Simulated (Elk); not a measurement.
# Elk run on Rh (Fm-3m, 1 atom in the cell): self-consistent single point

Level of theory: PBE, all-electron FP-LAPW, Elk's shipped species files, LAPW+lo basis in Elk 10.2.4.

Input:

```
tasks
  0

xctype
  20

rgkmax
  8.0

gmaxvr
  14.0

nxoapwlo
  1

rmtscf
  0.92

swidth
  0.00367493

maxscl
  100

avec
    0.0000000000    3.6084320350    3.6084320350
    3.6084320350    0.0000000000    3.6084320350
    3.6084320350    3.6084320350    0.0000000000

atoms
  1
  'Rh.in'
  1
  0.0000000000  0.0000000000  0.0000000000    0.0 0.0 0.0

ngridk
  15 15 15
```

Output, abridged:

```
│ Elk code version 10.2.4 │

All units are atomic (Hartree, Bohr, etc.)

│ Ground-state run starting from atomic densities │

Lattice vectors :
   0.000000000       3.608432035       3.608432035
   3.608432035       0.000000000       3.608432035
   3.608432035       3.608432035       0.000000000

Unit cell volume      :    93.96921198
Brillouin zone volume :    2.639696643

Muffin-tin inner radius fraction :   0.1000000000E-01

Nuclei treated as point charges

Species :    1 (Rh)
 parameters loaded from : Rh.in
 name : rhodium
 nuclear charge    :   -45.00000000
 electronic charge :    45.00000000
 atomic mass :    187585.2510
 muffin-tin radius :    2.392000000
 number of radial points in muffin-tin :    597
 atomic positions (lattice), magnetic fields (Cartesian) :
   1 :   0.00000000  0.00000000  0.00000000    0.00000000  0.00000000  0.00000000

Total number of atoms per unit cell :    1

Spin treatment :
 spin-unpolarised

Number of Bravais lattice symmetries :   48
Number of crystal symmetries         :   48
Crystal has inversion symmetry
Real symmetric eigensolver will be used

k-point grid :     15    15    15
k-point offset :    0.000000000       0.000000000       0.000000000
k-point set is reduced with full crystal symmetry group
Total number of k-points :      120

Muffin-tin radius times maximum |G+k| :    8.000000000
 using average radius
Maximum |G+k| for APW functions       :    3.344481605
Maximum (1/2)|G+k|²                   :    5.592778604
Maximum |G| for potential and density :    14.00000000
 potential will be trimmed for |G| > 2 gkmax
Constant for pseudocharge density :    8
Radial integration step length :    4

G-vector grid sizes :     24    24    24
Number of G-vectors :     4285

Maximum angular momentum used for
 APW functions                      :    8
 outer part of muffin-tin           :    6
 inner part of muffin-tin           :    1

Total nuclear charge    :   -45.00000000
Total core charge       :    28.00000000
Total valence charge    :    17.00000000
Total excess charge     :    0.000000000
Total electronic charge :    45.00000000

Effective Wigner radius, rₛ :   0.7929177756

Number of empty states         :    4
Total number of valence states :   13
Total number of core states    :   28

Total number of local-orbitals :   18

Exchange-correlation functional :     20     0     0
 Perdew-Burke-Ernzerhof, Phys. Rev. Lett. 77, 3865 (1996)
 gradient requirement :    1
 generalised gradient approximation (GGA)

Smearing type :    3
 Fermi-Dirac
Smearing width :   0.3674930000E-02
Effective electronic temperature (K) :    1160.451112

Mixing type :    3
 Broyden mixing, J. Phys. A: Math. Gen. 17, L317 (1984)

Kohn-Sham potential initialised from atomic data

│ Self-consistent loop started │
│ Loop number : 1 │
 total energy                :     -4782.99619418
│ Loop number : 2 │
 total energy                :     -4783.21650022
RMS change in Kohn-Sham potential (target) :   0.1727472320     (  0.1000000000E-05)
Absolute change in total energy (target)   :   0.2203060463     (  0.1000000000E-03)
│ Loop number : 3 │
 total energy                :     -4783.54351104
RMS change in Kohn-Sham potential (target) :   0.1630755177     (  0.1000000000E-05)
Absolute change in total energy (target)   :   0.3820873280     (  0.1000000000E-03)
│ Loop number : 4 │
 total energy                :     -4783.66295554
RMS change in Kohn-Sham potential (target) :   0.1548307482     (  0.1000000000E-05)
Absolute change in total energy (target)   :   0.2149663350     (  0.1000000000E-03)
│ Loop number : 5 │
 total energy                :     -4784.46980262
RMS change in Kohn-Sham potential (target) :   0.8031653009E-01 (  0.1000000000E-05)
Absolute change in total energy (target)   :   0.8605886586     (  0.1000000000E-03)
│ Loop number : 6 │
 total energy                :     -4785.07640650
RMS change in Kohn-Sham potential (target) :   0.2632866229E-01 (  0.1000000000E-05)
Absolute change in total energy (target)   :   0.8217510466     (  0.1000000000E-03)
│ Loop number : 7 │
 total energy                :     -4785.34601883
RMS change in Kohn-Sham potential (target) :   0.1187421784E-02 (  0.1000000000E-05)
Absolute change in total energy (target)   :   0.4750500920     (  0.1000000000E-03)
│ Loop number : 8 │
 total energy                :     -4785.32669836
RMS change in Kohn-Sham potential (target) :   0.9660356655E-03 (  0.1000000000E-05)
Absolute change in total energy (target)   :   0.9944205654E-01 (  0.1000000000E-03)
│ Loop number : 9 │
 total energy                :     -4785.31398798
RMS change in Kohn-Sham potential (target) :   0.8742770328E-03 (  0.1000000000E-05)
Absolute change in total energy (target)   :   0.1215013064E-01 (  0.1000000000E-03)
│ Loop number : 10 │
 total energy                :     -4785.32360523
RMS change in Kohn-Sham potential (target) :   0.6114939092E-03 (  0.1000000000E-05)
Absolute change in total energy (target)   :   0.1265478721E-01 (  0.1000000000E-03)
│ Loop number : 11 │
 total energy                :     -4785.34720976
RMS change in Kohn-Sham potential (target) :   0.1704040888E-03 (  0.1000000000E-05)
Absolute change in total energy (target)   :   0.2676822420E-01 (  0.1000000000E-03)
│ Loop number : 12 │
 total energy                :     -4785.34517512
RMS change in Kohn-Sham potential (target) :   0.8680816441E-04 (  0.1000000000E-05)
Absolute change in total energy (target)   :   0.4657418275E-02 (  0.1000000000E-03)
│ Loop number : 13 │
 total energy                :     -4785.34272299
RMS change in Kohn-Sham potential (target) :   0.3854305336E-05 (  0.1000000000E-05)
Absolute change in total energy (target)   :   0.1287775524E-02 (  0.1000000000E-03)
│ Loop number : 14 │
 total energy                :     -4785.34262430
RMS change in Kohn-Sham potential (target) :   0.2028078926E-05 (  0.1000000000E-05)
Absolute change in total energy (target)   :   0.4206403055E-03 (  0.1000000000E-03)
│ Loop number : 15 │
 total energy                :     -4785.34251877
RMS change in Kohn-Sham potential (target) :   0.1981440825E-06 (  0.1000000000E-05)
Absolute change in total energy (target)   :   0.2106862794E-03 (  0.1000000000E-03)
│ Loop number : 16 │
 total energy                :     -4785.34251924
RMS change in Kohn-Sham potential (target) :   0.9797922325E-07 (  0.1000000000E-05)
Absolute change in total energy (target)   :   0.5219894865E-04 (  0.1000000000E-03)
Convergence targets achieved

│ Loop number : 17 │

Energies :
 Fermi                       :     0.437759148087
 sum of eigenvalues          :     -2852.66849824
 electron kinetic            :      4987.46929019
 core electron kinetic       :      4837.18254568
 Coulomb                     :     -9633.77536104
 Coulomb potential           :     -7658.89563337
 nuclear-nuclear             :     -502.382438846
 electron-nuclear            :     -10603.8902110
 Hartree                     :      1472.49728882
 Madelung                    :     -5804.32754435
 xc potential                :     -181.242155064
 exchange                    :     -136.649228383
 correlation                 :     -2.38558428849
 electron entropic           :    -0.164054204255E-02
 total energy                :     -4785.34252406

Density of states at Fermi energy :    36.22852428
 (states/Hartree/unit cell)

Estimated indirect band gap :   0.2121680265E-03
 from k-point    100 to k-point     19
Estimated direct band gap   :   0.6907293282E-02
 at k-point     37

Charges :
 core                        :    28.00000000
 valence                     :    17.00000000
 interstitial                :    1.506726945
 muffin-tins (core leakage)
  species :    1 (Rh)
   atom    1                 :    43.49327305     (  0.7835516413E-07)
 total in muffin-tins        :    43.49327305
 total calculated charge     :    45.00262195
 total charge                :    45.00000000
 error                       :   0.2621946070E-02

│ Self-consistent loop stopped │
```

The run converged in 17 iterations. The count includes the last loop, which Elk runs after its targets are met.

The starting cell has typed, rounded lattice constants, without a prior relaxation at this level. Its lattice was rescaled by up to half a per cent. Spin polarisation is off. Values depend on the basis (sphere radii, cutoffs, local orbitals), which need not be converged. The log's line on a gap gives a spacing of levels on this mesh, which the program prints for metals too.
